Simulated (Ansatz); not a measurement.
Li2S (antifluorite type), cell Li64S32, started from the crystal [in the run: part of the species diffused; mean temperature 1588 K (target 1510 K); density 1.37 g/cm³, volume +19 % from the start crystal's; Γ point only, which a denser mesh shifts by 0.0 GPa in pressure and 0.00 eV/Å in forces].  Bonds are counted up to Li-S 3.70 Å.

Question: What distribution of S-Li-S angles does PBE (Ansatz, a quantum-chemistry and plane-wave program) give?

Answer: mean 108°, standard deviation 19°.
```json
[
 {"angle (°)": "34.5", "p (1/°)": "0.0000"},
 {"angle (°)": "37.5", "p (1/°)": "0.0000"},
 {"angle (°)": "40.5", "p (1/°)": "0.0000"},
 {"angle (°)": "43.5", "p (1/°)": "0.0000"},
 {"angle (°)": "46.5", "p (1/°)": "0.0000"},
 {"angle (°)": "49.5", "p (1/°)": "0.0000"},
 {"angle (°)": "52.5", "p (1/°)": "0.0000"},
 {"angle (°)": "55.5", "p (1/°)": "0.0000"},
 {"angle (°)": "58.5", "p (1/°)": "0.0001"},
 {"angle (°)": "61.5", "p (1/°)": "0.0002"},
 {"angle (°)": "64.5", "p (1/°)": "0.0004"},
 {"angle (°)": "67.5", "p (1/°)": "0.0010"},
 {"angle (°)": "70.5", "p (1/°)": "0.0021"},
 {"angle (°)": "73.5", "p (1/°)": "0.0033"},
 {"angle (°)": "76.5", "p (1/°)": "0.0055"},
 {"angle (°)": "79.5", "p (1/°)": "0.0073"},
 {"angle (°)": "82.5", "p (1/°)": "0.0099"},
 {"angle (°)": "85.5", "p (1/°)": "0.0124"},
 {"angle (°)": "88.5", "p (1/°)": "0.0144"},
 {"angle (°)": "91.5", "p (1/°)": "0.0168"},
 {"angle (°)": "94.5", "p (1/°)": "0.0194"},
 {"angle (°)": "97.5", "p (1/°)": "0.0214"},
 {"angle (°)": "100.5", "p (1/°)": "0.0227"},
 {"angle (°)": "103.5", "p (1/°)": "0.0229"},
 {"angle (°)": "106.5", "p (1/°)": "0.0228"},
 {"angle (°)": "109.5", "p (1/°)": "0.0217"},
 {"angle (°)": "112.5", "p (1/°)": "0.0195"},
 {"angle (°)": "115.5", "p (1/°)": "0.0173"},
 {"angle (°)": "118.5", "p (1/°)": "0.0154"},
 {"angle (°)": "121.5", "p (1/°)": "0.0134"},
 {"angle (°)": "124.5", "p (1/°)": "0.0112"},
 {"angle (°)": "127.5", "p (1/°)": "0.0090"},
 {"angle (°)": "130.5", "p (1/°)": "0.0074"},
 {"angle (°)": "133.5", "p (1/°)": "0.0059"},
 {"angle (°)": "136.5", "p (1/°)": "0.0051"},
 {"angle (°)": "139.5", "p (1/°)": "0.0040"},
 {"angle (°)": "142.5", "p (1/°)": "0.0035"},
 {"angle (°)": "145.5", "p (1/°)": "0.0032"},
 {"angle (°)": "148.5", "p (1/°)": "0.0025"},
 {"angle (°)": "151.5", "p (1/°)": "0.0022"},
 {"angle (°)": "154.5", "p (1/°)": "0.0019"},
 {"angle (°)": "157.5", "p (1/°)": "0.0018"},
 {"angle (°)": "160.5", "p (1/°)": "0.0015"},
 {"angle (°)": "163.5", "p (1/°)": "0.0012"},
 {"angle (°)": "166.5", "p (1/°)": "0.0010"},
 {"angle (°)": "169.5", "p (1/°)": "0.0009"},
 {"angle (°)": "172.5", "p (1/°)": "0.0006"},
 {"angle (°)": "175.5", "p (1/°)": "0.0003"},
 {"angle (°)": "178.5", "p (1/°)": "0.0001"}
]
```
